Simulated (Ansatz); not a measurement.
# MoSi2 (P6₂22, No. 180, 9 atoms in the cell; start mp-8938; a measured phase of this formula has another space group)

Calculation: r²SCAN (plane waves, PAW; Ansatz, an electronic-structure program).

Settings: plane-wave cutoff 500 eV, 12×12×6 k mesh (along the axes of the cell as run), Fermi–Dirac smearing 0.05 eV, no spin polarisation, scalar-relativistic PAW data made under PBE.

Cell (relaxed at this level):

```yaml
crystal:
  lattice:
    - [4.58400, 0.00000, 0.00000]
    - [-2.29200, 3.96986, 0.00000]
    - [0.00000, 0.00000, 6.57675]
  atoms:
    - { symbol: Si, position: [0.16386, 0.83614, 0.83333] }
    - { symbol: Si, position: [0.32772, 0.16386, 0.16667] }
    - { symbol: Si, position: [0.16386, 0.32772, 0.50000] }
    - { symbol: Si, position: [0.83614, 0.16386, 0.83333] }
    - { symbol: Si, position: [0.67228, 0.83614, 0.16667] }
    - { symbol: Si, position: [0.83614, 0.67228, 0.50000] }
    - { symbol: Mo, position: [0.50000, 0.00000, 0.50000] }
    - { symbol: Mo, position: [0.50000, 0.50000, 0.83333] }
    - { symbol: Mo, position: [0.00000, 0.50000, 0.16667] }
```

```yaml
band_gap: 0.16 eV (on the SCF k mesh)
```

Note: the relaxation could not lower the start's symmetry, so the cell can be a saddle point above a distorted one.

Spin–orbit coupling is not included.

Static lattice: no zero-point or thermal effects.

A start named mp-… is a Materials Project structure, which need not be a measured phase.
